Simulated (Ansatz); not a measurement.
Take GaSb in the zinc blende structure (space group F-43m, No. 216; a = 6.1335 Å) as the base. Axes: x, y, z lie along the cube axes.

Structures relaxed with r2SCAN, PAW, 500 eV (Ansatz, a first-principles code; no SOC), earlier PAW set.

Base:

Simulated powder pattern, Cu Kα, λ = 1.54184 Å (kinematic, ideal powder, no thermal factors, no anomalous dispersion; the 8 strongest lines at most, above 2 %, up to 2θ = 90°):

| 2θ (°) | I/Imax (%) | hkl |
|---|---|---|
| 25.15 | 100 | (111) |
| 29.12 | 5.8 | (200) |
| 41.65 | 73 | (220) |
| 49.27 | 47 | (311) |
| 60.37 | 12 | (400) |
| 66.44 | 19 | (331) |
| 76.01 | 24 | (422) |
| 81.55 | 14 | (511) |

After one change:

Simulated powder pattern, Cu Kα, λ = 1.54184 Å (kinematic, ideal powder, no thermal factors, no anomalous dispersion; the 8 strongest lines at most, above 2 %, up to 2θ = 90°):

```tsv
2θ (°)	I/Imax (%)
26.23	100
30.38	5.8
43.49	72
51.50	46
63.20	12
69.64	18
79.84	23
85.79	14
```

Which change produced these results?
A) isotropic strain −4.05 %
B) uniaxial stress, 3 GPa compression along z
C) biaxial strain −0.13 %, plane normal [001], relaxed out of plane
D) isotropic strain −2.96 %

A, isotropic strain −4.05 %. Its volume per atom is 25.48 Å³ against 28.84 Å³, and its space group is F-43m (No. 216).

Stability under load was not tested beyond the relaxation.
